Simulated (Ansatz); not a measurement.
LiF (model structure, F-43m, No. 216, 2 atoms in the cell), treated with r²SCAN (plane waves, PAW; Ansatz, an electronic-structure program).

Run with plane-wave cutoff 560 eV, 14×14×14 k mesh, Fermi–Dirac smearing 0.01 eV, scalar-relativistic PAW data made under PBE.

Computed at the level's own relaxed cell.

```xyz
2
Lattice="0.0000 2.1444 2.1444 2.1444 0.0000 2.1444 2.1444 2.1444 0.0000" Properties=species:S:1:pos:R:3 pbc="T T T"
Li     0.0000     0.0000     0.0000
F      1.0722     1.0722     1.0722
```

Problem. List the 5 lowest band energies at Γ above −25 eV (eV, relative to the valence band maximum), grouping those that round alike.

Solution. At Γ: -20.47, 0.00 (×3), 8.67.

Note: the relaxation could raise the start's symmetry but not lower it, so the cell can be a saddle point.

A model structure was made by putting elements into a prototype or built by hand; it is no filed structure, need not be a known phase, and can be a saddle point held by its symmetry.
